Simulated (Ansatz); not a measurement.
K under a change: isotropic strain +3.00 %

Take K in the bcc (W type) structure (space group Im-3m, No. 229; a = 5.215 Å; relaxed with 0.1 eV smearing) as the base.

The change: an isotropic linear strain of +3.00 %, atoms relaxed at fixed cell.

The values are results of PBEsol/PAW in Ansatz (an electronic-structure program), no spin-orbit coupling, not measurements. k-mesh 18×18×18 (Γ-centred); smearing 0.1 eV (Fermi–Dirac).

| quantity | base | changed | shift |
|---|---|---|---|
| volume per atom | 70.90 Å³ | 77.47 Å³ | +6.57 Å³ |
| space group | Im-3m (No. 229) | Im-3m (No. 229) | – |
| energy relative to the base (free energy F) | 0 meV/atom | +5.7 meV/atom | +5.7 meV/atom |
| pressure | 0.0 GPa | -0.3 GPa | -0.3 GPa |
| band gap | zero | zero | – |

Final structure:

```
K
1.0
   -2.68553     2.68553     2.68553
    2.68553    -2.68553     2.68553
    2.68553     2.68553    -2.68553
K
1
Cartesian
  0.00000   0.00000   0.00000
```

Cost of the whole job for the changed cell (relaxation, final SCF and bands): very roughly 8 core-seconds.

No phonon test of stability was made.
